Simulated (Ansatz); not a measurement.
Base system: BN in the zinc blende structure (space group F-43m, No. 216; a = 3.625 Å). Axes: x, y, z lie along the cube axes.

It is then changed as follows: biaxial strain −0.14 %, plane normal [110], relaxed out of plane (Cartesian); in-plane vectors clamped, the third vector and the atoms free.

Levels (all Ansatz, a program for electronic structure, PAW): PBE (420 eV, no SOC); r2SCAN (500 eV, no spin-orbit coupling); HSE06 (420 eV, without spin-orbit coupling); PBE+SOC (420 eV, with spin-orbit coupling).

One geometry, relaxed with PBE, under each level:

The valence-band top lists the three highest levels at Γ (Kramers pairs under SOC), from the VBM.

| level | band gap | lowest conduction level above the VBM at special points | valence-band top at Γ | electron mass | pressure |
|---|---|---|---|---|---|
| PBE | 4.45 eV | X 4.45 eV; T 4.46 eV; F₂ 6.87 eV; Σ₀ 6.87 eV | 0.00, 0.00, -0.01 eV | 0.91 mₑ along k, 0.30 mₑ across (at X) | 0.92 GPa |
| r2SCAN | 4.97 eV | X 4.97 eV; T 4.99 eV; F₂ 7.46 eV; Σ₀ 7.46 eV | – | 0.87 mₑ along k, 0.29 mₑ across (at X) | -3.82 GPa |
| HSE06 | ? | ? | – | – | – |
| PBE+SOC | 4.44 eV | X 4.44 eV; T 4.46 eV; F₂ 6.86 eV; Σ₀ 6.86 eV | 0.00, -0.01, -0.03 eV | 0.91 mₑ along k, 0.30 mₑ across (at X) | 0.92 GPa |

Q: Give the withheld HSE06 results.

A: 
- HSE06, band gap: 5.76 eV
- HSE06, lowest conduction level above the VBM at special points: X 5.76 eV; T 5.78 eV; F₂ 8.32 eV; Γ 10.51 eV

Single points use the geometry relaxed with PBE. Their cutoffs differ, which shifts pressures a little. HSE06 was sampled on its mesh, a few special points and the semilocal edge points, so its gap is an upper bound. Differences between runs with and without spin-orbit coupling are approximate. Effective masses come from finite differences of ±0.01 Å⁻¹. Along k means along the line from Γ to the band edge. Stability against distortions was not tested. Labels are those of the standard path for the cell's own space group.
